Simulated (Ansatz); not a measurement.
Troubleshooting Ansatz (a program for electronic structure): a failed run on NiO (Fm-3m, 4 atoms in the cell). The aim is a self-consistent single point with DFT, PBE+U, plane waves, default PAW files.

Input:

Ansatz 0.2 input:
```yaml
# NiO
crystal:
  lattice:
    - [4.183344, 2.091672, 2.091672]
    - [2.091672, 4.183344, 2.091672]
    - [2.091672, 2.091672, 4.183344]
  atoms:
    - { symbol: Ni, position: [0.000000, 0.000000, 0.000000], spin: 2.0 }
    - { symbol: Ni, position: [0.500000, 0.500000, 0.500000], spin: -2.0 }
    - { symbol: O, position: [0.250000, 0.250000, 0.250000] }
    - { symbol: O, position: [0.750000, 0.750000, 0.750000] }
basis:
  ecutwfc: 420.0 eV
kpoints:
  mp_grid: { grid: [9, 9, 9] }
hamiltonian:
  xc: pbe
  pseudopotentials: { kind: paw }
  hubbard: { sites: [{ species: Ni, l: d, u_eff: 6.2 }] }
magnetization:
  spin_polarized: true
scf:
  occupations: { method: gaussian, width: 0.05 eV }
  max_iter: 2
output:
  forces: true
  eigenvalues: true
  stress: true
```

The program printed (abridged):

```
SCF iter   1: F=—  HF=-12811.550410 eV  |F-HF|=—  |Δ(HF+E_count)|=         —  Δρ=2.83e-1 (↑2.83e-1 ↓2.83e-1)  dr2=6.17e1  dr2_m=8.56e0  M=0.000 μB ∫|m|=1.045 μB  β_m=0.30  ethr=3.10e-3  ⟨swp⟩=5.0  Hψ=25680  notcnv=0
all-band conjugate gradients solve this SCF's bands
preconditioner: auto → Kerker (q_TF=auto, 2.854 Å⁻¹)
spin=Collinear: Kerker preconditioning applied to the charge; magnetization (m = ρ↑ − ρ↓) channel mixes plain (no charge-response kernel on spin).
SCF iter   2: F=—  HF=-12805.575592 eV  |F-HF|=—  |Δ(HF+E_count)|=    5.97e0  Δρ=6.20e-2 (↑6.20e-2 ↓6.20e-2)  dr2=9.35e-1  dr2_m=4.34e-1  M=0.000 μB ∫|m|=2.902 μB  β_m=1.00  ethr=3.10e-3  ⟨swp⟩=6.8  Hψ=22663  notcnv=0
preconditioner: auto → none
Occupation matrices written to unconverged_occupation_matrices
Error: did not converge after 2 iterations: onsite_residual = 5.28e0 (threshold 1.00e-7), under the density mixer `msr1`, which `scf.mixing.algorithm: auto` chose by the deck's other keys (type `scf.mixing.algorithm: msr1` to keep it); raise `scf.max_iter`, which need not help a stalled SCF, or adjust the mixing (`scf.mixing`) or, under a smearing, its width (`scf.occupations.width`, in either direction: another width is another result); this SCF holds its density and magnetisation to the symmetry operations that it keeps, and cannot end on a state that breaks one of them: if the state sought breaks one, re-run with `crystal.symmetry.detect: false`, without [...]
```

Q: What caused this, and what should be changed?

A: The fault is an iteration limit that is too low. The loop is cut before its threshold is met, so whatever is printed at the end is not self-consistent. To fix it, raise the limit, or leave it to the default. The run ended unconverged after 2 iterations.

An input that runs soundly differs in these lines (not the only fix; some lines may just follow from the change or write a value another way):
```diff
-  max_iter: 2
```

With that input, the run converged in 16 iterations: free energy E − TS (on the zero of these files) -12809.5702 eV; top of the valence band (on the code's own zero) 12.94 eV; gap on the k-point mesh 3.12 eV; pressure 9.68 GPa; size of the cell's spin moment 0.00 μB (DFT, PBE+U, plane waves, default PAW files).

On the sound input: the starting cell has typed, rounded lattice constants, without a prior relaxation at this level. Its lattice was rescaled by a random factor within 2.5 % of one. The magnetic order is the one reached from the typed start; others were not searched systematically. With U or open f shells several self-consistent states can exist. With a pressure of about 10 GPa the cell is away from its equilibrium volume at this level. Ansatz's pressure includes its estimate of the finite-basis (Pulay) stress. Without the estimate this run gives 8.94 GPa.

These are the values that this program gave, and no reference: magnets with a U can end in a higher state.
